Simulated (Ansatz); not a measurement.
ScPd3 (Pm-3m, No. 221, 4 atoms in the cell; start mp-2677), treated with LDA (Ansatz, a quantum-chemistry and plane-wave program, PAW).

From the output:

```
WARN output.stress: scf.convergence.dr2_threshold = 1e-7 eV (the SCF's general default) is looser than the 4e-10 eV advised for a printed stress (1e-10 eV for …
Relaxation: its limit of steps is 80 (relax.max_steps)
Crystal: 4 atoms, lattice volume = 58.215 Å³
Basis set: ecut = 520 eV, 1551 PW (Γ), exchange–correlation on 60×60×60 points (8 copies of the dense FFT grid, shifted against one another)
Bands: 39, of which v1, the nominal top of the filled ones, is band 33 counted from 1 (32 counted from 0)
Symmetry: 48 space group operations
Space group: Pm-3m (ITA 221), of the structure as read, at distance tolerance 3.9e-5 Å
k-points: 120 of 2744
Functional: x = slater, c = lda
SCF iter   1: F=—  HF=-22626.392213 eV  |F-HF|=—  |Δ(HF+E_count)|=         —  Δρ=1.72e-2  dr2=2.28e-1
SCF iter   2: F=—  HF=-22626.364763 eV  |F-HF|=—  |Δ(HF+E_count)|=   2.74e-2  Δρ=6.61e-3  dr2=4.14e-2
  ...
SCF iter   6: F=—  HF=-22626.358650 eV  |F-HF|=—  |Δ(HF+E_count)|=   9.66e-7  Δρ=7.58e-6  dr2=3.67e-8
SCF iter   7: F=-22626.358650 eV  HF=-22626.358650 eV  |F-HF|=2.66e-9  |Δ(HF+E_count)|=   9.05e-9  Δρ=2.29e-6  dr2=4.17e-9
SCF 1 converged in 7 iterations: F = -22626.358650 eV  dr2 = 4.17e-9
relax step   1: F+E_penalty+E_count = -22626.35865011 eV  Δ(F+E_penalty+E_count) = +0.000e0 eV  max|allowed force component| = 6.179e-29 eV/Å  Δτ_max = 0.0000 Å  (7 SCF iters, accepted)
SCF converged after 7 iterations
Free energy (F): -22626.358650 eV
Internal energy: -22626.339007 eV  (E = F + TS)
E sigma→0 (E₀):  -22626.348829 eV
Fermi energy:    19.180512 eV
--- Forces (eV/Å), atoms counted from 1 ---
  atom   1  Sc    -0.00000000    -0.00000000     0.00000000
  atom   2  Pd     0.00000000    -0.00000000    -0.00000000
  atom   3  Pd     0.00000000     0.00000000     0.00000000
  atom   4  Pd     0.00000000    -0.00000000     0.00000000
--- Stress (GPa, compression-positive) ---
        3.957098       0.000000       0.000000
        0.000000       3.957098       0.000000
        0.000000       0.000000       3.957098
  P = ⅓ Tr σ = 3.9571 GPa (39.571 kbar)
```

Problem. Write an input file that could have produced this run (the log leaves some choices open).

Solution. One answer among several that fit: 
Ansatz 0.2 input:
```yaml
crystal:
  lattice:
    - [3.8756575487, 0.0, 0.0]
    - [0.0, 3.8756575487, 0.0]
    - [0.0, 0.0, 3.8756575487]
  atoms:
    - { symbol: Sc, position: [0.0, 0.0, 0.0] }
    - { symbol: Pd, position: [0.5, 0.5, 0.0] }
    - { symbol: Pd, position: [0.0, 0.5, 0.5] }
    - { symbol: Pd, position: [0.5, 0.0, 0.5] }
basis:
  ecutwfc: 520
  ecutrho_ratio: 4
  xc_grid: 2
kpoints:
  mp_grid: { grid: [14, 14, 14] }
hamiltonian:
  xc: lda
  dispersion: none
  pseudopotentials: { kind: paw }
scf:
  occupations: { method: fermi_dirac, width: 0.05 }
output:
  forces: true
  stress: true
  eigenvalues: true
relax:
  f_tol: 0.004
  escape_saddle: false
  max_steps: 80
```

The cell is one volume of an energy–volume scan, off the minimum.

The PAW data were made under PBE.

Note: the relaxation could not lower the start's symmetry, so the cell can be a saddle point above a distorted one.

A start named mp-… is a Materials Project structure, which need not be a measured phase.
